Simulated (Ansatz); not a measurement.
## Several settings converged on a (001) slab of Au (cut from a parent of space group no. 2; 4 atoms in the cell)

```
Au
1.0
    2.82957     0.00000     0.00000
   -0.01302     2.83428     0.00000
    0.00000     0.00000    21.18478
Au
4
Direct
  0.22016   0.18824   0.43598
  0.74939   0.71010   0.33043
  0.81407   0.76791   0.66957
  0.34330   0.28977   0.56402
```

Base method: LDA (PW92), default PAW files made with PBE (plane waves; Ansatz, an electronic-structure program).

Base settings: basis.ecutwfc = 420 eV; kpoints.mp_grid.grid = 11 11 1; hamiltonian.xc = lda; hamiltonian.pseudopotentials = {kind: paw} (the program's default PAW files); scf.occupations.method = gaussian; scf.occupations.width = 0.1 eV.

The count of work is k-points × plane waves × bands × iterations; it is no time. Core times come from one kind of shared machine, to one figure; runs under 30 s give none.

**The vacuum**

The mesh stays at the base's, so the ladder's end is converged at best in this setting alone.

Only quantities that move along the ladder and can be compared are tabulated.

| vacuum between outermost atoms (Å) | free energy less the last step's (meV/atom) | largest difference of a force vector from the last step's (eV/Å) | count of work / last |
|---|---|---|---|
| 3.0 | -217.08 | 0.886 | 0.24 |
| 4.0 | -52.21 | 0.308 | 0.30 |
| 5.0 | -7.63 | 0.035 | 0.33 |
| 6.0 | -0.68 | 0.006 | 0.35 |
| 7.0 | 0.12 | 0.002 | 0.38 |
| 8.0 | 0.10 | 0.001 | 0.47 |
| 10.0 | 0.02 | 0.000 | 0.47 |
| 12.0 | 0.00 | 0.000 | 0.51 |
| 14.0 | 0.00 | 0.000 | 0.65 |
| 17.0 | 0.00 | 0.000 | 0.65 |
| 20.0 | 0.00 | 0.000 | 0.73 |
| 25.0 | 0.01 | 0.000 | 0.86 |
| 30.0 | 0.00 | 0.000 | 1.0 |

Smallest vacuum between outermost atoms (Å) that holds the free energy within 0.5 meV/atom of the last step, with all finer ones: 7.0, at 0.38 of the last step's count of work; the step before is off by 0.68 meV/atom.

Smallest vacuum between outermost atoms (Å) that holds the forces within 0.02 eV/Å of the last step, with all finer ones: 6.0, at 0.35 of the last step's count of work; the step before is off by 0.035 eV/Å.

**The plane-wave cutoff**

The mesh stays at the base's, so the ladder's end is converged at best in this setting alone.

Only quantities that move along the ladder and can be compared are tabulated.

| basis.ecutwfc | free energy less the last step's (meV/atom) | largest difference of a force vector from the last step's (eV/Å) | count of work / last |
|---|---|---|---|
| 210 eV | 6725.42 | 0.955 | 0.15 |
| 250 eV | 1285.70 | 0.213 | 0.16 |
| 295 eV | 153.14 | 0.030 | 0.20 |
| 355 eV | 4.85 | 0.003 | 0.24 |
| 420 eV | 1.29 | 0.000 | 0.36 |
| 505 eV | 0.41 | 0.000 | 0.41 |
| 630 eV | 0.12 | 0.000 | 0.56 |
| 840 eV | 0.00 | 0.000 | 1.0 |

Coarsest basis.ecutwfc that holds the free energy within 1 meV/atom of the last step, with all finer ones: 505 eV, at 0.41 of the last step's count of work; the step before is off by 1.3 meV/atom.

Coarsest basis.ecutwfc that holds the forces within 0.01 eV/Å of the last step, with all finer ones: 355 eV, at 0.24 of the last step's count of work; the step before is off by 0.030 eV/Å.

**The depth of the slab**

On a (001) slab of Au (cut from a parent of space group no. 2; 2 atoms in the cell), and deeper slabs.

Surface energy = (E_slab − N e_bulk)/2A, with e_bulk from the bulk crystal on its finest mesh (3439 k-points); errors per atom of slab and bulk, whose meshes differ, grow with N. The bulk cell stands at -13.3 GPa at this level, so the slab is strained in the plane.

The mesh stays at the base's, so the ladder's end is converged at best in this setting alone.

Only quantities that move along the ladder and can be compared are tabulated.

```csv
atoms,unrelaxed surface energy (J/m²),count of work / last,core time / last (rough)
2,0.995,0.066,–
4,0.957,0.20,–
6,0.967,0.37,0.2
8,0.972,0.58,0.3
10,0.978,0.84,0.4
12,0.971,1.0,1
```

Smallest size that holds the unrelaxed surface energy within 0.02 J/m² of the last step, with all finer ones: 4, at 0.20 of the last step's count of work; the step before is off by 0.024 J/m².

On the base run: the starting cell comes from a database of computed structures (which also holds hypothetical and non-ambient phases and stackings), without a prior relaxation at this level. The slab is cut from that crystal, and its faces are unrelaxed. Its lattice was rescaled by up to half a per cent.

Left out of this page: 1 run of the series outside the window shown, repeating another row's setting, or not comparable.

Keys are those of Ansatz 0.2.
